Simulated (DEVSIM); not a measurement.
System: Si n-i-p diode, at 300 K.

| layer (left to right) | material | thickness (μm) | Nd (cm⁻³) | Na (cm⁻³) | τn (s) | τp (s) |
|---|---|---|---|---|---|---|
| 1 | Si | 0.590 | 1.6e18 | - | 5.2e-7 | 5.2e-7 |
| 2 | Si | 9.60 | - | 2.5e11 | 5.2e-7 | 5.2e-7 |
| 3 | Si | 0.970 | - | 1.8e17 | 5.2e-7 | 5.2e-7 |

Left contact: ohmic. Right contact: ohmic. Voltage is applied to the left contact. Recombination: SRH at mid-gap, radiative. Gap narrowing is on: ΔEg = 6.92 meV × (l + √(l² + 0.5)), l = ln(N/1.3e17 cm⁻³), shared equally by both band edges. Mobility is constant in doping.

This is a model device: material constants are rounded textbook-type values typed into the input, and sizes, dopings and lifetimes were drawn at random. Values at 300 K.

```
parameter           Si
-------------  -------
gap (eV)         1.124
affinity (eV)     4.05
permittivity      11.7
Nc (cm⁻³)      2.86e19
Nv (cm⁻³)       3.1e19
μn (cm²/Vs)       1417
μp (cm²/Vs)        470
B (cm³/s)      4.7e-15
```

DEVSIM, 1D drift-diffusion, Boltzmann statistics, complete ionisation; no tunnelling, impact ionisation, image-force lowering or self-heating.

Problem. Tabulate band edges, carrier densities and field at 10.0 V on the left contact.

Solution. Energies count from the Fermi level of the right contact; mesh points crowd at the junctions.

```json
[
 {"x (μm)": "0.000", "Ec (eV)": "-9.925", "Ev (eV)": "-11.014", "n (cm⁻³)": "1.6e18", "p (cm⁻³)": "290", "field (V/cm)": "≈ 0"},
 {"x (μm)": "0.03816", "Ec (eV)": "-9.925", "Ev (eV)": "-11.014", "n (cm⁻³)": "1.6e18", "p (cm⁻³)": "270", "field (V/cm)": "≈ 0"},
 {"x (μm)": "0.1318", "Ec (eV)": "-9.925", "Ev (eV)": "-11.014", "n (cm⁻³)": "1.6e18", "p (cm⁻³)": "220", "field (V/cm)": "≈ 0"},
 {"x (μm)": "0.3498", "Ec (eV)": "-9.925", "Ev (eV)": "-11.014", "n (cm⁻³)": "1.6e18", "p (cm⁻³)": "120", "field (V/cm)": "≈ 0"},
 {"x (μm)": "0.5358", "Ec (eV)": "-9.925", "Ev (eV)": "-11.014", "n (cm⁻³)": "1.6e18", "p (cm⁻³)": "< 1e2", "field (V/cm)": "≈ 0"},
 {"x (μm)": "0.5835", "Ec (eV)": "-9.922", "Ev (eV)": "-11.011", "n (cm⁻³)": "1.4e18", "p (cm⁻³)": "< 1e2", "field (V/cm)": "11000"},
 {"x (μm)": "0.6160", "Ec (eV)": "-9.814", "Ev (eV)": "-10.938", "n (cm⁻³)": "2.1e16", "p (cm⁻³)": "< 1e2", "field (V/cm)": "17000"},
 {"x (μm)": "0.7497", "Ec (eV)": "-9.651", "Ev (eV)": "-10.775", "n (cm⁻³)": "4.0e13", "p (cm⁻³)": "< 1e2", "field (V/cm)": "11000"},
 {"x (μm)": "1.053", "Ec (eV)": "-9.310", "Ev (eV)": "-10.434", "n (cm⁻³)": "7.5e7", "p (cm⁻³)": "31000", "field (V/cm)": "11000"},
 {"x (μm)": "1.857", "Ec (eV)": "-8.407", "Ev (eV)": "-9.531", "n (cm⁻³)": "530000", "p (cm⁻³)": "190000", "field (V/cm)": "11000"},
 {"x (μm)": "3.988", "Ec (eV)": "-6.015", "Ev (eV)": "-7.139", "n (cm⁻³)": "390000", "p (cm⁻³)": "620000", "field (V/cm)": "11000"},
 {"x (μm)": "8.319", "Ec (eV)": "-1.159", "Ev (eV)": "-2.283", "n (cm⁻³)": "100000", "p (cm⁻³)": "1500000", "field (V/cm)": "11000"},
 {"x (μm)": "9.499", "Ec (eV)": "0.163", "Ev (eV)": "-0.960", "n (cm⁻³)": "26000", "p (cm⁻³)": "1700000", "field (V/cm)": "11000"},
 {"x (μm)": "9.944", "Ec (eV)": "0.662", "Ev (eV)": "-0.462", "n (cm⁻³)": "280", "p (cm⁻³)": "5.4e11", "field (V/cm)": "11000"},
 {"x (μm)": "10.14", "Ec (eV)": "0.884", "Ev (eV)": "-0.240", "n (cm⁻³)": "< 1e2", "p (cm⁻³)": "2.9e15", "field (V/cm)": "12000"},
 {"x (μm)": "10.19", "Ec (eV)": "0.952", "Ev (eV)": "-0.171", "n (cm⁻³)": "< 1e2", "p (cm⁻³)": "4.1e16", "field (V/cm)": "21000"},
 {"x (μm)": "10.22", "Ec (eV)": "0.982", "Ev (eV)": "-0.135", "n (cm⁻³)": "< 1e2", "p (cm⁻³)": "1.7e17", "field (V/cm)": "1500"},
 {"x (μm)": "10.30", "Ec (eV)": "0.983", "Ev (eV)": "-0.133", "n (cm⁻³)": "100", "p (cm⁻³)": "1.8e17", "field (V/cm)": "≈ 0"},
 {"x (μm)": "10.65", "Ec (eV)": "0.983", "Ev (eV)": "-0.133", "n (cm⁻³)": "410", "p (cm⁻³)": "1.8e17", "field (V/cm)": "≈ 0"},
 {"x (μm)": "10.97", "Ec (eV)": "0.983", "Ev (eV)": "-0.133", "n (cm⁻³)": "700", "p (cm⁻³)": "1.8e17", "field (V/cm)": "≈ 0"},
 {"x (μm)": "11.10", "Ec (eV)": "0.983", "Ev (eV)": "-0.133", "n (cm⁻³)": "810", "p (cm⁻³)": "1.8e17", "field (V/cm)": "≈ 0"},
 {"x (μm)": "11.16", "Ec (eV)": "0.983", "Ev (eV)": "-0.133", "n (cm⁻³)": "870", "p (cm⁻³)": "1.8e17", "field (V/cm)": "≈ 0"}
]
```
